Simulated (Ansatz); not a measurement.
System: 1T (CdI2-type) PtTe₂. Method: PBE-D3(BJ) in Ansatz (plane waves, PAW).

Settings: plane-wave cutoff 520 eV, 18×18×12 k mesh (along the axes of the cell as run), Fermi–Dirac smearing 0.071 eV (set by the program), scalar-relativistic PAW data made under PBE.

Computed at the level's own relaxed cell.

Elastic tensor (GPa, Voigt notation, ions relaxed):

```
  165.4    53.5    46.2   -23.1     0.0     0.0
   53.5   165.4    46.2    23.1     0.0     0.0
   46.2    46.2    77.9     0.0     0.0     0.0
  -23.1    23.1     0.0    47.9     0.0     0.0
    0.0     0.0     0.0     0.0    47.9   -23.1
    0.0     0.0     0.0     0.0   -23.1    55.9
```

Task: Work out the Voigt, Reuss and Hill averages of the bulk and shear moduli, Young's modulus and Poisson's ratio from the printed constants.

Result: K_V = [C11 + C22 + C33 + 2(C12 + C13 + C23)]/9 = [408.7 + 2 × 145.9]/9 = 77.8 GPa. G_V = [408.7 − 145.9 + 3 × 151.7]/15 = 47.9 GPa. From the compliances S = C⁻¹, K_R = 67.3 and G_R = 37.5 GPa. Hill means: K = 72.5, G = 42.7 GPa. E = 9KG/(3K + G) = 107 GPa, ν = (3K − 2G)/(6K + 2G) = 0.25, K/G = 1.70.

Note: the dispersion coefficients are held fixed in the derivatives.

Spin–orbit coupling is not included.

Static lattice: no zero-point or thermal effects.

Ansatz is a quantum-chemistry and plane-wave program.
